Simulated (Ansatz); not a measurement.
## Effect of K → Rb on K

The parent structure is K in the bcc (W type) structure (space group Im-3m, No. 229; a = 5.3442 Å).

It is then changed as follows: full substitution K → Rb; the structure is relaxed again.

Level of theory: r2SCAN (Ansatz, a quantum-chemistry and plane-wave program), no spin-orbit coupling, earlier PAW set. k-mesh 12×12×12 (Γ-centred); smearing 0.05 eV (Fermi–Dirac).

```
quantity                        base          changed        shift
-------------------  ---------------  ---------------  -----------
volume per atom             76.32 Å³         94.99 Å³    +18.67 Å³
density                   0.85 g/cm³       1.49 g/cm³  +0.64 g/cm³
lattice parameter a          5.344 Å          5.749 Å    +0.4044 Å
space group          Im-3m (No. 229)  Im-3m (No. 229)            –
band gap                        zero             zero            –
```

Final structure:

```xyz
1
Lattice="-2.8743 2.8743 2.8743 2.8743 -2.8743 2.8743 2.8743 2.8743 -2.8743" Properties=species:S:1:pos:R:3 pbc="T T T"
Rb     0.0000     0.0000     0.0000
```

Whether these cells are dynamically stable was not tested.
